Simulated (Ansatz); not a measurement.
Gap of a one-dimensional Te body, 9 atoms a period at several levels, all on one geometry.

```xyz
9
Lattice="17.5000 0.0000 0.0000 0.0000 17.0000 0.0000 0.0000 0.0000 5.6751" Properties=species:S:1:pos:R:3 pbc="T T T"
Te     7.5187     6.5597     0.0170
Te     5.6620     7.6223     1.8899
Te     5.7036     5.6160     3.7677
Te    11.7741     6.5922    -0.0156
Te    10.0494     7.6919     1.9088
Te    10.0575     5.5528     3.7817
Te     9.6514    10.3950    -0.0015
Te     7.8933    11.3619     1.8764
Te     7.8032     9.3182     3.8009
```

Levels: PBE+D3(BJ) (plane waves to 420 eV, PAW; Ansatz, a first-principles code); Ansatz with PBE+D3(BJ) with spin-orbit coupling; r2SCAN (plane waves to 500 eV, PAW; Ansatz); HSE06 in Ansatz. Unmarked values and the geometry are of the first. Mesh 1×1×6. No spin polarisation. It repeats along c; a and b span vacuum. A hypothetical model. It keeps the symmetry and period of its start, so it need not be a minimum against all distortions. Values not marked SOC lack spin–orbit coupling. HSE06 ran on a 1×1×3 mesh and at PBE's edge points.

```
level    gap (eV)
-------  --------
PBE          1.24
PBE+SOC      1.06
r2SCAN          …
HSE06        1.83
```

Task: Complete the blanks.

Result: 
- r2SCAN, gap (eV): 1.40
